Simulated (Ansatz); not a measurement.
Hf under a change: uniaxial strain ε_xx = −1.50 %

The parent structure is Hf in the hcp (Mg type) structure (space group P6_3/mmc, No. 194; a = 3.158 Å, c = 5.004 Å; relaxed with 0.1 eV smearing). Axes: x lies along a and z along c of the hexagonal cell.

Now apply this change: the cell is compressed by 1.50 % along x with no lateral relaxation; the atoms relax in the strained cell.

All numbers come from PBEsol in Ansatz (plane waves to 420 eV, PAW, no spin-orbit coupling). k-mesh 21×21×12 (Γ-centred); smearing 0.1 eV (Fermi–Dirac).

```tsv
quantity	base	changed	shift
volume per atom	21.61 Å³	21.29 Å³	-0.32 Å³
energy relative to the base (free energy F)	0 meV/atom	+2.9 meV/atom	+2.9 meV/atom
pressure (mean of the normal stresses, compression positive)	0.0 GPa	1.7 GPa	+1.7 GPa
band gap	zero	zero	–
largest internal atomic displacement	–	0.012 Å	–
stress (xx, yy, zz, yz, xz, xy; compression positive)	–	(2.9, 1.2, 1.1, 0.0, 0.0, 0.0) GPa	–
```

Final structure:

```xyz
2
Lattice="3.1107 0.0000 0.0000 -1.5554 2.7350 0.0000 0.0000 0.0000 5.0045" Properties=species:S:1:pos:R:3 pbc="T T T"
Hf     1.5554     0.9000     3.7534
Hf     0.0000     1.8350     1.2511
```

Cost of the whole job for the changed cell (relaxation, final SCF and bands): around 80 core-seconds (rough).

No phonon test of stability was made. The final runs are not spin-polarised.

Ansatz is a first-principles code.
